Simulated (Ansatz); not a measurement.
Take GaSb in the zinc blende structure (space group F-43m, No. 216; a = 6.134 Å) as the base. Axes: x, y, z lie along the cube axes.

Method: Ansatz (a first-principles code) r2SCAN, no spin-orbit coupling, earlier PAW set.

Before the change:

The volume per atom comes out as 28.84 Å³. The valley order is Γ 0.41 eV; L along ⟨111⟩ 0.68 eV; a point along ⟨100⟩, about 0.9 Å⁻¹ from Γ 1.10 eV and the valence-band top at Γ is 0.00, 0.00, 0.00 eV. The electron mass is 0.023 mₑ (at Γ).

Perturbation: compressive biaxial strain of 0.13 % in the plane normal to [001], as in epitaxy on a mismatched substrate; the out-of-plane cell vector and the atoms relax.

Question: What happens to the volume per atom?

Answer: The volume per atom shrinks by 0.04 Å³ to 28.80 Å³.

Question: Estimate the effect on the valley order.

Answer: The valley order (the lowest conduction-band minima on the path, energy above the VBM, named in the base's zone) changes from Γ 0.41 eV; L along ⟨111⟩ 0.68 eV; a point along ⟨100⟩, about 0.9 Å⁻¹ from Γ 1.10 eV to Γ 0.42 eV; L along [111] 0.68 eV; a point along [010], about 0.9 Å⁻¹ from Γ 1.09 eV; a point along [001], about 0.9 Å⁻¹ from Γ 1.11 eV.

Question: What happens to the valence-band top at Γ?

Answer: The valence-band top at Γ (three highest levels, from the VBM) changes from 0.00, 0.00, 0.00 eV to 0.00, 0.00, -0.02 eV.

Question: Predict the new electron mass.

Answer: The electron mass changes from 0.023 mₑ (at Γ) to 0.024 mₑ (at Γ).

Question: What happens to the in-plane stress?

Answer: The mean in-plane stress (compression positive) amounts to +0.1 GPa.

Spin-orbit coupling, missing from the scalar runs, can matter with Sb. The levels and masses belong to the bands next to the band gap. Masses are band curvatures over ±0.01 Å⁻¹ around the edge. Stability against distortions was not tested.
